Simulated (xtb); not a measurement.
xtb 6.7.1, GFN1-xTB: O=Cc1ccc(-c2ccc(-c3ccc(C(F)(F)F)o3)s2)s1, 28 atoms. The geometry is a generated start, not checked to be a minimum at this level.

| Item | Result |
|---|---|
| run flags | --grad |
| method | GFN1-xTB |
| --acc | 1 (default) |
| --etemp (K) | 300 (default) |
| basis functions | 110 |
| valence electrons | 108 |

```xyz
28

O      7.0318     1.6086    -0.7903
C      6.6683     0.5023    -0.3979
C      5.3036     0.0643    -0.2013
C      4.8634    -1.1658     0.2362
C      3.4391    -1.2308     0.3067
C      2.8212    -0.0516    -0.0776
C      1.4012     0.2419    -0.1304
C      0.7852     1.4211    -0.5134
C     -0.6381     1.3542    -0.4426
C     -1.0887     0.1259    -0.0069
C     -2.4640    -0.2595     0.1714
C     -3.0069    -1.4614     0.6002
C     -4.4159    -1.3190     0.5995
C     -4.6763    -0.0351     0.1701
C     -5.9286     0.7295    -0.0481
F     -6.0651     1.1361    -1.3363
F     -7.0296    -0.0142     0.2428
F     -5.9951     1.8405     0.7296
O     -3.4988     0.6069    -0.0892
S      0.2188    -0.9277     0.3096
S      4.0030     1.1189    -0.5198
H      7.4313    -0.2599    -0.1617
H      5.5208    -1.9872     0.4962
H      2.9017    -2.1150     0.6287
H      1.3202     2.3071    -0.8346
H     -1.2987     2.1741    -0.7009
H     -2.4496    -2.3444     0.8826
H     -5.1543    -2.0596     0.8775
```

One run each on 1 thread. Values of broydamp tried: 0.02, 0.05, 0.1, 0.2, 0.4 (default), 0.6, 0.8, 1.

How does the count of SCC iterations change with broydamp, and where is it least?

Fewest SCC iterations, within one of each other: 0.2 with 13, 0.4 (default) with 12, 0.6 with 13. The count rises to 20 at 0.02. All converge to one solution.

```json
[
 {"broydamp": "0.02", "SCC iterations": "20", "end": "same solution"},
 {"broydamp": "0.05", "SCC iterations": "17", "end": "same solution"},
 {"broydamp": "0.1", "SCC iterations": "16", "end": "same solution"},
 {"broydamp": "0.2", "SCC iterations": "13", "end": "same solution"},
 {"broydamp": "0.4 (default)", "SCC iterations": "12", "end": "same solution"},
 {"broydamp": "0.6", "SCC iterations": "13", "end": "same solution"},
 {"broydamp": "0.8", "SCC iterations": "14", "end": "same solution"},
 {"broydamp": "1", "SCC iterations": "16", "end": "same solution"}
]
```
